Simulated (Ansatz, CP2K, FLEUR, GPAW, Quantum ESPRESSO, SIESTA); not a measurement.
## Code comparison for TiSi (Pnma, 8 atoms in the cell)

Self-consistent single point, at a second geometry (lattice scaled by 0.98). First geometry:

```
TiSi
1.0
    6.58907     0.00000     0.00000
    0.00000     3.67460     0.00000
    0.00000     0.00000     5.05240
Ti Si
4 4
Cartesian
  4.45211   0.91865   1.87838
  2.13697   2.75595   3.17402
  5.43151   2.75595   4.40458
  1.15757   0.91865   0.64782
  3.58400   0.91865   4.32183
  3.00508   2.75595   0.73058
  6.29962   2.75595   1.79562
  0.28946   0.91865   3.25678
```

Shared settings, as Ansatz (an electronic-structure program) writes them: kpoints.mp_grid.grid = 3 5 4; scf.occupations.method = gaussian; scf.occupations.width = 0.05 eV. Potentials and cutoffs stand in the table.

```tsv
code	model	ΔF from the first geometry (meV/atom)	pressure (GPa)	largest force (eV/Å)	cutoff
SIESTA	LDA PW92, numerical atomic orbitals DZP, PseudoDojo LDA standard norm-conserving potentials (rewritten from UPF to PSML)	-43.6	-3.58	0.276	grid 350 Ry
FLEUR	LDA (Perdew-Zunger), all-electron FLAPW (FLEUR), scalar-relativistic valence	–	–	0.207	Kmax 4.1 1/bohr
Quantum ESPRESSO	LDA (PW92), PseudoDojo standard norm-conserving (LDA) pseudopotentials	-40.8	-3.00	0.172	85 Ry
Ansatz	LDA (PW92), PAW files made with PBE	-39.3	-2.71	0.195	default
CP2K	LDA (Pade form), GPW, DZVP-MOLOPT-SR-GTH basis, GTH-PADE potentials (GTH_POTENTIALS)	-39.2	-2.72	0.230	grid 600 Ry
GPAW	LDA (Perdew-Wang 92), GPAW PAW datasets LDA (gpaw-data 1.0.1)	-35.0	-1.95	0.207	850 eV
```

Size of the force on each atom (eV/Å): Sizes of forces hide their directions.

```
code                Ti1    Ti2    Ti3    Ti4    Si5    Si6    Si7    Si8
----------------  -----  -----  -----  -----  -----  -----  -----  -----
SIESTA            0.068  0.068  0.068  0.068  0.276  0.276  0.276  0.276
FLEUR             0.027  0.027  0.027  0.027  0.207  0.207  0.207  0.207
Quantum ESPRESSO  0.024  0.024  0.024  0.024  0.172  0.172  0.172  0.172
Ansatz            0.025  0.025  0.025  0.025  0.195  0.195  0.195  0.195
CP2K              0.047  0.047  0.047  0.047  0.230  0.230  0.230  0.230
GPAW              0.036  0.036  0.036  0.036  0.207  0.207  0.207  0.207
```

A dash marks a value that a program does not give, or that is left out as unsure.

On Ansatz's run: spin polarisation is off.

The spread over the programs that give each value: ΔF from the first geometry within 8.6 meV/atom; pressure within 1.63 GPa; largest force within 0.104 eV/Å.

SIESTA and CP2K use small atom-centred bases, whose incompleteness enters pressures, forces and empty levels differently from a plane-wave cutoff. FLEUR treats all electrons, but the usual bases taken here (sphere radii, linearisation, local orbitals, empty states) were not tested for convergence, so the values are no reference for the others. Ansatz's pressure is given at a fixed set of plane waves, as the other plane-wave codes print theirs. In the force vectors, SIESTA (by 0.081) lies more than 0.08 eV/Å from the median of the plane-wave programs.

The shared mesh is coarse (it stands for a supercell whose shortest vector is 18 Å), so the values are not converged in it.

The starting cell comes from a database of computed structures (which also holds hypothetical and non-ambient phases and stackings), without a prior relaxation at this level. Its lattice was rescaled by a random factor within 2.5 % of one. For this run, on top of that: lattice scaled by 0.98.

Left out of this page: Elk (not drawn, or without a comparable value).

Keys are those of Ansatz 0.2.
